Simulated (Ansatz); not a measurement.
Consider Ge in the diamond structure (space group Fd-3m, No. 227).

```
CELL_PARAMETERS angstrom
      0.00000     2.83720     2.83720
      2.83720     0.00000     2.83720
      2.83720     2.83720     0.00000
ATOMIC_POSITIONS crystal
  Ge 0.50000 0.50000 0.50000
  Ge 0.75000 0.75000 0.75000
```

Cartesian axes are those of the cell as printed.

Computed with Ansatz (a quantum-chemistry and plane-wave program) r2SCAN, without spin-orbit coupling.

Strains are applied to the cell and any free atomic positions relax; under biaxial strain the out-of-plane vector relaxes too.

One change was made to it. Results:

The energy increases by 1.8 meV/atom; the pressure (mean of the normal stresses, compression positive) rises by 1.03 GPa, from 0.01 GPa to 1.04 GPa.

Question: What was done to the base?
(A) uniaxial strain ε_xx = −1.39 %
(B) biaxial strain −2.22 %, plane normal [111], relaxed out of plane
(C) biaxial strain +0.87 %, plane normal [001], relaxed out of plane
(D) isotropic strain −0.92 %

Answer: A, uniaxial strain ε_xx = −1.39 %. For comparison, the pressure in the other runs: isotropic strain −0.92 % gives 2.12 GPa; biaxial strain +0.87 %, plane normal [001], relaxed out of plane gives -0.77 GPa; biaxial strain −2.22 %, plane normal [111], relaxed out of plane gives 2.93 GPa.

Stability against distortions was not tested.
